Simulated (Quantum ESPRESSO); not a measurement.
Input and output of a self-consistent single point for K₃YF₆ (P2_1/c, 20 atoms in the cell) (Quantum ESPRESSO).

Method: BLYP, GBRV 1.5 ultrasoft (PBE) pseudopotentials (plane waves; Quantum ESPRESSO 7.5).

```yaml
crystal:
  lattice:
    - [6.36590, 0.00000, 0.00000]
    - [0.00000, 6.65439, 0.00000]
    - [-6.13502, 0.00000, 9.03714]
  atoms:
    - { symbol: K, position: [0.27630, 0.05632, 0.75685] }
    - { symbol: K, position: [0.72370, 0.94368, 0.24315] }
    - { symbol: K, position: [0.72370, 0.55632, 0.74315] }
    - { symbol: K, position: [0.27630, 0.44368, 0.25685] }
    - { symbol: K, position: [0.50000, 0.00000, 0.50000] }
    - { symbol: K, position: [0.50000, 0.50000, 0.00000] }
    - { symbol: Y, position: [0.00000, 0.50000, 0.50000] }
    - { symbol: Y, position: [0.00000, 0.00000, 0.00000] }
    - { symbol: F, position: [0.10557, 0.06336, 0.22588] }
    - { symbol: F, position: [0.89443, 0.93664, 0.77412] }
    - { symbol: F, position: [0.89443, 0.56336, 0.27412] }
    - { symbol: F, position: [0.10557, 0.43664, 0.72588] }
    - { symbol: F, position: [0.75203, 0.26819, 0.92350] }
    - { symbol: F, position: [0.24797, 0.73181, 0.07650] }
    - { symbol: F, position: [0.24797, 0.76819, 0.57650] }
    - { symbol: F, position: [0.75203, 0.23181, 0.42350] }
    - { symbol: F, position: [0.66955, 0.67755, 0.45012] }
    - { symbol: F, position: [0.33045, 0.32245, 0.54988] }
    - { symbol: F, position: [0.33045, 0.17755, 0.04988] }
    - { symbol: F, position: [0.66955, 0.82245, 0.95012] }
```

Reference input (self-consistent single point, DFT, LDA (PZ), plane waves, GBRV 1.5 ultrasoft (LDA) pseudopotentials): ecutwfc = 40 Ry; ecutrho = 320 Ry; occupations = fixed; potentials = {K: k_lda_v1.4.uspp.F.UPF, Y: y_lda_v1.4.uspp.F.UPF, F: f_lda_v1.4.uspp.F.UPF}; K_POINTS = automatic 3 3 2 0 0 0; nbnd = 84; conv_thr = 1e-11 Ry. This run's input differs from it in these lines:

```diff
@@ -16,2 +16,3 @@
  nbnd = 84,
+ input_dft = 'blyp',
 /
@@ -21,5 +22,5 @@
 ATOMIC_SPECIES
-K     39.0983  k_lda_v1.4.uspp.F.UPF
-Y     88.9058  y_lda_v1.4.uspp.F.UPF
-F     18.9984  f_lda_v1.4.uspp.F.UPF
+K     39.0983  k_pbe_v1.4.uspp.F.UPF
+Y     88.9058  y_pbe_v1.4.uspp.F.UPF
+F     18.9984  f_pbe_v1.4.uspp.F.UPF
 ATOMIC_POSITIONS crystal
```

Log, with long lists cut:

```
     Self-consistent Calculation

     iteration #  1     ecut=    40.00 Ry     beta= 0.70

     total energy              =   -1111.90518136 Ry
     estimated scf accuracy    <       1.86053834 Ry

     iteration #  2     ecut=    40.00 Ry     beta= 0.70

     total energy              =   -1112.52706167 Ry
     estimated scf accuracy    <       2.81159949 Ry

     iteration #  3     ecut=    40.00 Ry     beta= 0.70

     total energy              =   -1112.98034999 Ry
     estimated scf accuracy    <       0.05214107 Ry

   [... 11 blocks of this kind left out ...]

     iteration # 15     ecut=    40.00 Ry     beta= 0.70

     total energy              =   -1113.04793626 Ry
     estimated scf accuracy    <          9.5E-11 Ry

     iteration # 16     ecut=    40.00 Ry     beta= 0.70
     End of self-consistent calculation

     highest occupied, lowest unoccupied level (ev):     0.9261    7.5158

!    total energy              =   -1113.04793626 Ry
     estimated scf accuracy    <          9.1E-12 Ry

     convergence has been achieved in  16 iterations

     Forces acting on atoms (cartesian axes, Ry/au):

     atom    1 type  1   force =    -0.00052644   -0.00159799    0.00026039
     atom    2 type  1   force =     0.00052644    0.00159799   -0.00026039
     atom    3 type  1   force =     0.00052644   -0.00159799   -0.00026039
     atom    4 type  1   force =    -0.00052644    0.00159799    0.00026039
     atom    5 type  1   force =     0.00000000    0.00000000   -0.00000000
     atom    6 type  1   force =     0.00000000    0.00000000    0.00000000
   [... lines left out ...]

     Total force =     0.011222     Total SCF correction =     0.000010

          total   stress  (Ry/bohr**3)                   (kbar)     P=        0.28
  -0.00000428   0.00000000  -0.00000263           -0.63        0.00       -0.39
   0.00000000  -0.00000258   0.00000000            0.00       -0.38        0.00
  -0.00000263   0.00000000   0.00001250           -0.39        0.00        1.84

   JOB DONE.
```

The run converged in 16 iterations. Against the reference run the pressure goes from -5.83 to 0.03 GPa, the largest force goes from 0.471 to 0.084 eV/Å and the gap on the mesh goes from 6.206 to 6.590 eV.

The starting cell comes from a database of computed structures (which also holds hypothetical and non-ambient phases and stackings), without a prior relaxation at this level. Its lattice was rescaled by a random factor within 2.5 % of one.

Cost on one core of a shared machine: roughly 7 min.
